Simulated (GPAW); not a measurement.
# A self-consistent single point of Se (P3_121, 3 atoms in the cell) with GPAW

Computed with PBE, GPAW PAW datasets PBE (gpaw-data 1.0.1) (plane waves; GPAW).

Input as run:

```python
from ase import Atoms
from ase.units import GPa
from gpaw import GPAW

atoms = Atoms(['Se', 'Se', 'Se'],
              cell=[[2.210346, -3.828432, 0.000000],
                    [2.210346, 3.828432, 0.000000],
                    [0.000000, 0.000000, 5.007420]],
              scaled_positions=[[0.000000, 0.225000, 0.666667],
                                [0.775000, 0.775000, 0.000000],
                                [0.225000, 0.000000, 0.333333]],
              pbc=True)

calc = GPAW(mode={'name': 'pw', 'ecut': 550},
            xc='PBE',
            kpts={'size': (6, 6, 5), 'gamma': True},
            occupations={'name': 'fermi-dirac', 'width': 0.01},
            nbands=-4,
            convergence={'forces': 0.001, 'bands': -2},
            symmetry={'symmorphic': False, 'tolerance': 0.0005},
            maxiter=150)

atoms.calc = calc

energy = atoms.get_potential_energy()
print('Energy (eV):', round(energy, 6))
forces = atoms.get_forces()
print('Forces (eV/Ang):')
print(forces.round(5))
stress = atoms.get_stress()
print('Stress (GPa, Voigt):', (stress / GPa).round(4))
```

Log, with long lists cut:

```
Input parameters:
  convergence: {bands: -2,
                forces: 0.001}
  kpts: {gamma: True,
         size: (6, 6, 5)}
  maxiter: 150
  mode: {ecut: 550,
         name: pw}
  nbands: -4
  occupations: {name: fermi-dirac,
                width: 0.01}
  symmetry: {symmorphic: False,
             tolerance: 0.0005}
  xc: PBE

species:
  Se:
    name: Selenium
    Z: 34.0
    valence: 6
    core: 28
    charge: 0.0
    file: Se.PBE.gz

    # Using partial waves for Se as LCAO basis

Reference energy: -198310.596392  # eV

Spin-paired calculation

Convergence criteria:
 Maximum [total energy] change in last 3 cyles: 0.0005 eV / valence electron
 Maximum integral of absolute [dens]ity change: 0.0001 electrons / valence electron
 Maximum integral of absolute [eigenst]ate change: 4e-08 eV^2 / valence electron
 Maximum change in the atomic [forces] across last 2 cycles: 0.001 eV/Ang OR
Maximum error relative to the maximum force is below inf
 Maximum number of scf [iter]ations: 150

Symmetries present (total): 6
Symmetries with fractional translations: 4
180 k-points: 6 x 6 x 5 Monkhorst-Pack grid + [1/12,1/12,0.000000]
27 k-points in the irreducible part of the Brillouin zone
       k-points in crystal coordinates                weights
   0:     0.00000000    0.00000000    0.00000000          1/180
   1:     0.00000000    0.00000000    0.20000000          2/180
   2:     0.00000000    0.00000000    0.40000000          2/180
   [... 7 lines left out ...]
          ...
  26:     0.50000000    0.50000000    0.40000000          6/180

Wave functions: Plane wave expansion
  Cutoff energy: 550.000 eV
  Number of coefficients (min, max): 2460, 2521
  Pulay-stress correction: 0.000000 eV/Ang^3 (de/decut=0.000000)

Occupation numbers: Fermi-Dirac:
  width: 0.0100  # eV

Eigensolver

Densities:
  Coarse grid: 24*24*30 grid
  Fine grid: 48*48*60 grid
  Total Charge: 0.000000

Density mixing:
  Method: separate
  Backend: pulay
  Linear mixing parameter: 0.05
  old densities: 5
  Damping of long wavelength oscillations: 50

Hamiltonian:
  XC and Coulomb potentials evaluated on a 48*48*60 grid
  External potential:
    NoExternalPotential

XC parameters: PBE with 2 nearest neighbor stencil

Number of atoms: 3
Number of atomic orbitals: 12
Number of bands in calculation: 13
Number of valence electrons: 18
Bands to converge: 11

Density initialized from atomic densities
  12 bands from LCAO basis set
  1 band from random numbers

Atomic positions and initial magnetic moments

Positions:
   0 Se     0.497328    0.861397    3.338282    ( 0.0000,  0.0000,  0.0000)
   1 Se     3.426036   -0.000000    0.000000    ( 0.0000,  0.0000,  0.0000)
   2 Se     0.497328   -0.861397    1.669138    ( 0.0000,  0.0000,  0.0000)

Unit cell:
           periodic     x           y           z      points  spacing
  1. axis:    yes    2.210346   -3.828432    0.000000    24     0.1595
  2. axis:    yes    2.210346    3.828432    0.000000    24     0.1595
  3. axis:    yes    0.000000    0.000000    5.007420    30     0.1669

  Lengths:   4.420692   4.420692   5.007420
  Angles:   90.000000  90.000000 120.000006

Effective grid spacing dv^(1/3) = 0.1699

     iter     time        total  log10-change:
                         energy   eigst   dens  force
iter:   1 --:--:--   -10.521660   -0.04
iter:   2 --:--:--   -10.528278   -1.36  -1.10
iter:   3 --:--:--   -10.466998   -2.10  -1.12
iter:   4 --:--:--   -10.466159   -2.54  -1.46
iter:   5 --:--:--   -10.458978c  -3.29  -2.01
iter:   6 --:--:--   -10.459796c  -4.35  -2.46
iter:   7 --:--:--   -10.458882c  -4.32  -2.37
iter:   8 --:--:--   -10.458791c  -4.69  -2.89
iter:   9 --:--:--   -10.458790c  -5.98  -3.50
iter:  10 --:--:--   -10.458796c  -6.14  -3.55
iter:  11 --:--:--   -10.458793c  -6.13  -3.60
iter:  12 --:--:--   -10.458793c  -7.29  -3.98
iter:  13 --:--:--   -10.458793c  -7.58c -4.18c
iter:  14 --:--:--   -10.458793c  -7.69c -4.02c -2.09
iter:  15 --:--:--   -10.458793c  -8.23c -4.25c -2.49
iter:  16 --:--:--   -10.458793c  -8.95c -4.22c -3.26c

Converged after 16 iterations.

Dipole moment: (-0.000000, 0.000000, 0.000000) |e|*Ang

Energy contributions relative to reference atoms: (reference = -198310.596392)

Kinetic:        +15.341563
Potential:      -15.665336
External:        +0.000000
XC:             -10.106977
Entropy (-ST):   -0.000000
Local:           -0.028043
SIC:             +0.000000
--------------------------
Free energy:    -10.458793
Extrapolated:   -10.458793

Showing only first 2 kpts
 Kpt  Band  Eigenvalues  Occupancy
  0     7      2.13544    2.00000
  0     8      3.69077    2.00000
  0     9      5.89982    0.00000
  0    10      5.89982    0.00000

  1     7      2.46256    2.00000
  1     8      3.41743    2.00000
  1     9      5.62676    0.00000
  1    10      5.65541    0.00000

Fermi level: 4.55654

Gap: 1.332 eV
Transition (v -> c):
  (s=0, k=19, n=8, [0.50, 0.33, -0.40]) -> (s=0, k=2, n=9, [0.00, 0.00, 0.40])
Direct/indirect transitions are different
Direct gap: 1.452 eV
Transition at: (s=0, k=18, n=8, [0.33, 0.33, 0.40])
Energy (eV): -10.458793

Forces in eV/Ang:
  0 Se    0.04347    0.07529    0.00000
  1 Se   -0.08694    0.00000    0.00000
  2 Se    0.04347   -0.07529   -0.00000

Stress tensor:
    -0.003959     0.000000     0.000000
     0.000000    -0.003959    -0.000000
     0.000000    -0.000000    -0.008284
Stress (GPa, Voigt): [-0.6343 -0.6343 -1.3272 -0.      0.      0.    ]
```

The run converged in 16 iterations. GPAW prints stress with tension positive.

The starting cell has typed, rounded lattice constants, without a prior relaxation at this level. Its lattice was rescaled by a random factor within 2.5 % of one. Another mesh or the band path of this cell gives a smaller gap, so this value is not converged in the mesh.
